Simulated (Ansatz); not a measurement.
Take BP in the zinc blende structure (space group F-43m, No. 216; a = 4.520 Å) as the base. Axes: x, y, z lie along the cube axes.

Perturbation: uniaxial strain ε_zz = −5.10 %, all other strain components held at zero, atoms relaxed at fixed cell.

Levels (all Ansatz, a program for electronic structure, PAW): PBEsol (420 eV, no spin-orbit coupling); r2SCAN (500 eV, spin-orbit coupling left out).

The geometry is relaxed with PBEsol.

- PBEsol width of the top valence band: 6.31 eV
- PBEsol hole mass: 0.39 mₑ along z, 0.22 mₑ across (at Γ)
- PBEsol pressure: 9.69 GPa
- PBEsol lowest conduction level above the VBM at special points: M 0.38 eV; X 0.98 eV; S 1.04 eV; S₀ 1.04 eV

Problem. What does r2SCAN give at this geometry for the width of the top valence band, hole mass, pressure and lowest conduction level above the VBM at special points?

Solution. The width of the top valence band goes up by 0.236 eV to 6.54 eV; the hole mass becomes 0.37 mₑ along z, 0.21 mₑ across (at Γ) (PBEsol: 0.39 mₑ along z, 0.22 mₑ across (at Γ)); the pressure increases by 2.281 GPa, from 9.69 GPa to 11.98 GPa; the lowest conduction level above the VBM at special points becomes M 0.61 eV; X 1.24 eV; S 1.33 eV; S₀ 1.33 eV (PBEsol: M 0.38 eV; X 0.98 eV; S 1.04 eV; S₀ 1.04 eV).

Single points use the geometry relaxed with PBEsol. Their cutoffs differ, which shifts pressures a little. The levels and masses belong to the bands next to the band gap. Effective masses come from finite differences of ±0.01 Å⁻¹. Whether these cells are dynamically stable was not tested. Labels are those of the standard path for the cell's own space group.
